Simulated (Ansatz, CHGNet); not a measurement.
For CsCl-type TiCo, the machine-learned potential CHGNet-r²SCAN (trained on r²SCAN data) gives:

| Quantity | Value |
|---|---|
| lattice constant a | 2.978 Å |
| TO(Γ) frequency | 183 cm⁻¹ |
| elastic constant C11 | 227 GPa |
| elastic constant C44 | 15.8 GPa |
| polycrystal shear modulus | 30.3 GPa |
| enthalpy of formation | -0.409 eV/atom |

### Question
What does r²SCAN in Ansatz (PAW) give for the same quantities?

### Answer

- lattice constant a: 2.951 Å (drops by 0.9 %)
- zone-centre TO phonon frequency: 228 cm⁻¹ (goes up by 25 %)
- elastic constant C11: 221 GPa (decreases by 2.6 %)
- elastic constant C44: 60.5 GPa (increases by 280 %)
- Voigt–Reuss–Hill shear modulus: 39.4 GPa (grows by 30 %)
- formation enthalpy: -0.271 eV/atom (moves by +0.138 eV/atom)

For comparison: lattice constant a 2.995 Å (measured, room temperature, not corrected to a static lattice; as tabulated in Yamada et al. (2019), arXiv:1910.09660); formation enthalpy -0.428 ± 0.009 eV/atom (measured, 298 K, copied from a table, unchecked, no zero-point or thermal correction; as tabulated in Wang et al. (2021), doi:10.1038/s41598-021-94550-5).

Changes are worked out from the printed values.

Unless a cell is named, each level is at its own relaxed cell (CHGNet-r²SCAN 13.20, r²SCAN 12.85 Å³/atom).

The crystal itself was run without spin with r²SCAN; a magnetic state was not tried in these runs.

Ansatz's density-functional and Hartree–Fock values are scalar-relativistic unless marked +SOC, with PAW data made under PBE.

Ansatz is a program for electronic structure.
